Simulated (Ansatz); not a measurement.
Ansatz (a first-principles code) run on MoPt2 (Immm, 3 atoms in the cell): self-consistent single point.

Method: PBEsol, default PAW files made with PBE (plane waves; Ansatz).

```yaml
crystal:
  lattice:
    - [-1.39226, 2.00149, 4.19722]
    - [1.39226, -2.00149, 4.19722]
    - [1.39226, 2.00149, -4.19722]
  atoms:
    - { symbol: Mo, position: [0.00000, 0.00000, 0.00000] }
    - { symbol: Pt, position: [0.66334, 0.66334, 0.00000] }
    - { symbol: Pt, position: [0.33666, 0.33666, 0.00000] }
```

Reference input (self-consistent single point, DFT, PBEsol, plane waves, default PAW files made with PBE): basis.ecutwfc = 420 eV; kpoints.mp_grid.grid = 10 10 10; hamiltonian.xc = pbesol; hamiltonian.pseudopotentials = {kind: paw} (the program's default PAW files); scf.occupations.method = gaussian; scf.occupations.width = 0.1 eV. This run's input differs from it in these lines:

Ansatz 0.2 input:
```diff
@@ -12,3 +12,3 @@
 kpoints:
-  mp_grid: { grid: [10, 10, 10] }
+  mp_grid: { grid: [8, 8, 8] }
 hamiltonian:
```

Output (repeated stretches shortened):

```
SCF iter   1: F=—  HF=-29666.218219 eV  |F-HF|=—  |Δ(HF+E_count)|=         —  Δρ=7.89e-3  dr2=2.42e-2  ethr=1.77e-3  ⟨swp⟩=5.1  Hψ=10061  notcnv=0
all-band conjugate gradients solve this SCF's bands
preconditioner: auto → Kerker (q_TF=auto, 2.759 Å⁻¹)
SCF iter   2: F=—  HF=-29666.216328 eV  |F-HF|=—  |Δ(HF+E_count)|=   1.89e-3  Δρ=4.01e-3  dr2=5.87e-3  ethr=4.84e-5  ⟨swp⟩=2.0  Hψ=4321  notcnv=0
SCF iter   3: F=—  HF=-29666.215194 eV  |F-HF|=—  |Δ(HF+E_count)|=   1.13e-3  Δρ=5.85e-4  dr2=1.08e-4  ethr=1.17e-5  ⟨swp⟩=2.0  Hψ=3950  notcnv=0
SCF iter   4: F=—  HF=-29666.215181 eV  |F-HF|=—  |Δ(HF+E_count)|=   1.30e-5  Δρ=1.09e-4  dr2=6.57e-6  ethr=2.15e-7  ⟨swp⟩=2.5  Hψ=4723  notcnv=0
SCF iter   5: F=—  HF=-29666.215186 eV  |F-HF|=—  |Δ(HF+E_count)|=   5.48e-6  Δρ=2.82e-5  dr2=2.80e-7  ethr=1.31e-8  ⟨swp⟩=2.0  Hψ=4093  notcnv=0
SCF iter   6: F=-29666.215186 eV  HF=-29666.215186 eV  |F-HF|=1.72e-8  |Δ(HF+E_count)|=   5.95e-8  Δρ=8.03e-6  dr2=3.16e-8  ethr=2.00e-10  ⟨swp⟩=5.4  Hψ=9892  notcnv=0
SCF 1 converged in 6 iterations: F = -29666.215186 eV  dr2 = 3.16e-8
Free energy (F): -29666.215186 eV
Internal energy: -29666.203758 eV  (E = F + TS)
E sigma→0 (E₀):  -29666.209472 eV
Entropy (-TS):   -0.011429 eV (-3.810 meV/atom)
Fermi energy:    22.099634 eV
--- Forces (eV/Å), atoms counted from 1 ---
  atom   1  Mo     0.00000000     0.00000000     0.00000000
  atom   2  Pt     0.00000000    -0.00000000    -0.08125987
  atom   3  Pt     0.00000000     0.00000000     0.08125987
--- Stress (GPa, compression-positive) ---
      -11.894899       0.000000       0.000000
        0.000000     -13.794162      -0.000000
        0.000000      -0.000000     -13.147333
  P = ⅓ Tr σ = -12.9455 GPa (-129.455 kbar)
  The stress holds the Pulay correction. Without it, at fixed plane waves, as pw.x and ABINIT print it: P = -12.9952 GPa
```

The run converged in 6 iterations. Against the reference run the free energy rises by 3.7 meV/atom, the pressure hardly changes (-13.00 to -12.95 GPa) and the largest force goes from 0.087 to 0.081 eV/Å.

The starting cell comes from a database of computed structures (which also holds hypothetical and non-ambient phases and stackings), without a prior relaxation at this level. Its lattice was rescaled by a random factor within 2.5 % of one. Spin polarisation is off. With a pressure of about -13 GPa the cell is away from its equilibrium volume at this level. Ansatz's pressure includes its estimate of the finite-basis (Pulay) stress.
